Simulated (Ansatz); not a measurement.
Structures of equal composition on the (111)B surface of zinc-blende AlP (P plane on top): 2x2 P adatom at H3; 2x2 P adatom at T1. The slabs share one bottom face, and each structure is named by its start. These are constructed structures in small cells; real faces may alloy, dewet or reconstruct in larger ones, and not all known structures of the face are among them. Slabs of about 17 Å with all that they carry, Fermi-Dirac smearing of 0.025 eV. Bottom of the slabs: H caps. Relaxed from the named starts with such symmetry as they have, on meshes of like density; energies extrapolated to zero smearing; no spin-orbit coupling, no U. Spin-polarised runs, if any, are marked in brackets, and their order is one that fits the cell; the others ran without spin. Where a second, spin-polarised start was run, the lower counts.

Host crystal: zinc-blende AlP, with a band gap (PBE, scalar-relativistic without spin-orbit coupling).

These are PBE (plane waves to 420 eV, PAW; Ansatz, an electronic-structure program) values and carry that method's errors.

Task: Put the candidates in order of energy per 1x1 cell, lowest first, for PBE.

Result: 2x2 P adatom at T1 (0.000 eV (1 Al–P, 2 P–P bonds formed), gap 1.05 eV on the mesh), 2x2 P adatom at H3 (0.081 eV, gap 0.59 eV on the mesh)
